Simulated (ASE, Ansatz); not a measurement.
composition Li2ClF, cell Li24Cl12F12, held well above this temperature first, at a temperature that wasn't checked against the liquidus, so perhaps supercooled [in the CHGNet run: it was liquid; mean temperature 846 K (target 840 K); density 1.45 g/cm³, volume -2 % from the start cell's], 840 K. 6 frames were taken from MD with the machine-learned potential CHGNet 0.3.0 in ASE and computed both with PBE in Ansatz (a first-principles code) and with the machine-learned potential CHGNet 0.3.0.

| Quantity | Result |
|---|---|
| plane-wave cutoff | 420 eV |
| k-points | Γ only |
| Fermi-Dirac width | 0.072 eV |
| spin | not polarised; no spin-orbit coupling |

The cell was prepared with CHGNet: 80 FIRE steps from the random lattice; melt: 800 steps of 1.5 fs, 1326 K, NVT (Langevin); cool: 300 steps of 1.5 fs, 1326 to 896 K, NVT (Langevin); cool: 400 steps of 1.5 fs, 896 to 840 K, Langevin with a Berendsen-type barostat every 10 steps; settle: 800 steps of 1.5 fs, 840 K, Langevin with a Berendsen-type barostat every 10 steps; hold: 300 steps, 840 K, NVT (Langevin) at the mean cell. The atoms began on random sites, so units and networks may differ from a laboratory melt's. Nuclei are classical, so zero-point motion is missing. On the run's last frame a denser k-mesh moved the forces by 0.005 eV/Å rms, the static pressure by -0.02 GPa and the free energy by -1 meV/atom, which is about how far such values are converged.

Question: Estimate the errors of the potential against DFT for these frames.

Answer: 
```json
{
 "rms force component in DFT": "0.57 eV/Å",
 "rms force difference, CHGNet less DFT": "0.168 eV/Å",
 "relative_force_difference": "30 %",
 "slope of CHGNet against DFT forces": "0.85",
 "rms_difference_of_relative_energies": "6.2 meV/atom",
 "spread of DFT energies over the frames": "17.1 meV/atom",
 "static pressure, CHGNet less DFT": "+0.23 GPa",
 "force_difference_by_element": "Cl 0.138, F 0.169, Li 0.181 eV/Å"
}
```
Forces are off by 30 % of their rms size. The potential was trained on another code's PBE and PBE+U relaxation paths of database crystals (MPtrj), so part of the difference is that of settings: a denser k-mesh moves the DFT forces of one frame by 0.005 eV/Å rms and its pressure by -0.02 GPa.
